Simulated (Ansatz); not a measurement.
Zr, pressure series

The parent structure is Zr in the hcp (Mg type) structure (space group P6_3/mmc, No. 194).

```
Zr
1.0
    3.24602     0.00000     0.00000
   -1.62301     2.81113     0.00000
    0.00000     0.00000     5.15071
Zr
2
Direct
  0.33333   0.66667   0.75000
  0.66667   0.33333   0.25000
```

Cell and atoms are relaxed at each pressure.

Computed with DFT with r2SCAN, PAW potentials and a 500 eV plane-wave cutoff in Ansatz (a quantum-chemistry and plane-wave program), without spin-orbit coupling.

Notes on the quantities. enthalpy: H = E + PV relative to the base's energy.

| variant | density | enthalpy | c/a ratio |
|---|---|---|---|
| base | 6.45 g/cm³ | – | 1.587 |
| pressure −2 GPa | 6.31 g/cm³ | -0.30 eV/atom | 1.585 |
| pressure −1 GPa | 6.38 g/cm³ | -0.15 eV/atom | 1.586 |
| pressure 3 GPa | 6.64 g/cm³ | +0.43 eV/atom | 1.589 |
| pressure 7 GPa | 6.89 g/cm³ | +0.99 eV/atom | [?] |
| pressure 15 GPa | [?] | +2.06 eV/atom | 1.604 |
| pressure 30 GPa | 8.09 g/cm³ | +3.90 eV/atom | 1.643 |
| pressure 50 GPa | 8.99 g/cm³ | +6.11 eV/atom | 1.706 |
| pressure 75 GPa | 9.95 g/cm³ | +8.60 eV/atom | 1.782 |
| pressure 100 GPa | 10.73 g/cm³ | +10.88 eV/atom | 1.802 |

**Question.** Some entries are withheld; estimate them.

**Answer.** 
- pressure 7 GPa, c/a ratio: 1.593
- pressure 15 GPa, density: 7.33 g/cm³

Load acts through the strain it causes; cell and atoms are relaxed under it. Stability against distortions was not tested. All final runs are without spin polarisation. Measured, Zr leaves this structure (for the ω phase) near 3 GPa (temperature not stated; as listed in C. Cazorla, D. Alfè, M. J. Gillan, Physical Review B (2008)).
